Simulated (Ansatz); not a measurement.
One base run on a (110) slab of GaAs (cut from a parent of space group no. 216; 16 atoms in the cell) and variants with one or two settings moved

```yaml
crystal:
  lattice:
    - [5.66393, 0.00000, 0.00000]
    - [0.00000, 8.01000, 0.00000]
    - [0.00000, 0.00000, 16.09900]
  atoms:
    - { symbol: Ga, position: [0.00000, 0.62500, 0.43686] }
    - { symbol: Ga, position: [0.50000, 0.37500, 0.31058] }
    - { symbol: Ga, position: [0.50000, 0.87500, 0.31058] }
    - { symbol: Ga, position: [0.00000, 0.12500, 0.43686] }
    - { symbol: Ga, position: [0.00000, 0.12500, 0.68942] }
    - { symbol: Ga, position: [0.50000, 0.87500, 0.56314] }
    - { symbol: Ga, position: [0.50000, 0.37500, 0.56314] }
    - { symbol: Ga, position: [0.00000, 0.62500, 0.68942] }
    - { symbol: As, position: [0.25000, 0.62500, 0.31058] }
    - { symbol: As, position: [0.75000, 0.87500, 0.43686] }
    - { symbol: As, position: [0.75000, 0.37500, 0.43686] }
    - { symbol: As, position: [0.25000, 0.12500, 0.31058] }
    - { symbol: As, position: [0.25000, 0.12500, 0.56314] }
    - { symbol: As, position: [0.75000, 0.37500, 0.68942] }
    - { symbol: As, position: [0.75000, 0.87500, 0.68942] }
    - { symbol: As, position: [0.25000, 0.62500, 0.56314] }
```

Base run A: Ansatz (an electronic-structure program) with LDA (PW92), PAW files made with PBE, self-consistent single point.

Its settings: kpoints.mp_grid.grid = 4 3 1; hamiltonian.xc = lda; hamiltonian.pseudopotentials = {kind: paw} (the program's default PAW files); scf.occupations.method = fermi_dirac; scf.occupations.width = 0.05 eV.

The starting cell comes from a database of computed structures (which also holds hypothetical and non-ambient phases and stackings), without a prior relaxation at this level. The slab is cut from that crystal, and its faces are unrelaxed. Its lattice was rescaled in the plane by a random factor within 2.5 % of one. Spin polarisation is off, though cut faces can carry moments; a gap of a slab can lie between surface states. In the base run, forces exceed 1 eV/Å.

ΔF is the free energy per atom less that of run A. 

Runs:
- B: kpoints.mp_grid.grid: 4 3 1 → 7 5 1
- C: scf.convergence.dr2_threshold: default (1e-07 eV) → 1e-05 eV
- D: scf.mixing.algorithm: default (the program chose MSR1) → broyden; scf.mixing.beta: default → 0.02
- E: scf.mixing.preconditioner: default (the program chose Resta) → kerker; scf.mixing.q_tf: default → 0.5
- F: scf.mixing.algorithm: default (the program chose MSR1) → anderson

| run | ΔF (meV/atom) | largest force (eV/Å) | gap on the mesh (eV) | k-points |
|---|---|---|---|---|
| A | 0.00 | 1.609 | 0.505 | 6 |
| B | -1.72 | 1.613 | 0.482 | 12 |
| C | 0.00 | 1.609 | 0.505 | 6 |
| D | 0.00 | 1.609 | 0.505 | 6 |
| E | 0.00 | 1.609 | 0.505 | 6 |
| F | 0.00 | 1.609 | 0.505 | 6 |

Run B against A: The free energy drops by 1.7 meV/atom, the largest force moves little (1.609 to 1.613 eV/Å) and the gap on the mesh goes from 0.505 to 0.482 eV.

Run C against A: The free energy is nearly the same (within 1 meV/atom), the largest force stays at 1.609 eV/Å and the gap on the mesh stays at 0.505 eV.

Keys are those of Ansatz 0.2.
